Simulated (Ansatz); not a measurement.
## What uniaxial strain ε_zz = −2.40 % does to TiO2

The parent structure is TiO$_{2}$ in the anatase structure (space group I4_1/amd, No. 141; a = 3.799 Å, c = 9.701 Å). Axes: x, y, z lie along a, b, c of the conventional cell.

It is then changed as follows: uniaxial strain ε_zz = −2.40 %, all other strain components held at zero, atoms relaxed at fixed cell.

Method: PBE (Ansatz, an electronic-structure program), scalar-relativistic without spin-orbit coupling. Settings: 12×12×12 k-points, 0.05 eV Fermi–Dirac smearing.

| quantity | base | changed | shift |
|---|---|---|---|
| volume per atom | 11.67 Å³ | 11.39 Å³ | -0.28 Å³ |
| space group | I4_1/amd (No. 141) | I4_1/amd (No. 141) | – |
| shortest interatomic distance | 1.946 Å | 1.938 Å | -0.008 Å |
| energy relative to the base (free energy F) | 0 meV/atom | +4.0 meV/atom | +4.0 meV/atom |
| band gap | 2.13 eV | 2.06 eV | -0.064 eV |
| gap character | indirect, Γ–X (87 % along) → Γ | indirect, Γ–X (87 % along) → Γ | – |
| smallest direct gap | 2.43 eV | 2.44 eV | +0.004 eV |
| width of the top valence band | 0.84 eV | 0.88 eV | +0.04 eV |
| largest internal atomic displacement | – | 0.028 Å | – |
| stress (xx, yy, zz, yz, xz, xy; compression positive) | – | (3.50, 3.50, 4.67, 0.00, 0.00, 0.00) GPa | – |

No phonon test of stability was made. The final runs are not spin-polarised.
